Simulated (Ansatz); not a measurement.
## Effect of x(Rb) = 0.333, 3 atoms, I4/mmm on Li

The parent structure is Li in the bcc (W type) structure (space group Im-3m, No. 229; a = 3.477 Å).

The other end (x = 1) is Rb in the bcc (W type) structure (space group Im-3m, No. 229): 94.66 Å³/atom, gap zero.

Perturbation: Rb replaces 33.3 % of the Li, ordered in a cell of 3 atoms (starting symmetry I4/mmm) and fully relaxed.

Method: r2SCAN (Ansatz, a quantum-chemistry and plane-wave program; PAW; 500 eV plane waves; no spin-orbit coupling). Γ-centred 16×16×16 mesh, Fermi–Dirac width 0.05 eV, for the changed cell.

The volume per atom rises by 19.958 Å³ (21.03 Å³ → 40.98 Å³) and the density grows by 0.79 g/cm³ to 1.34 g/cm³. The band gap is still zero and the mixing energy amounts to +0.14 eV/atom (to 0.01 eV only: unlike meshes or grids).

These are small ordered cells, not random alloys; other orderings at the same x differ. Stability against distortions was not tested.
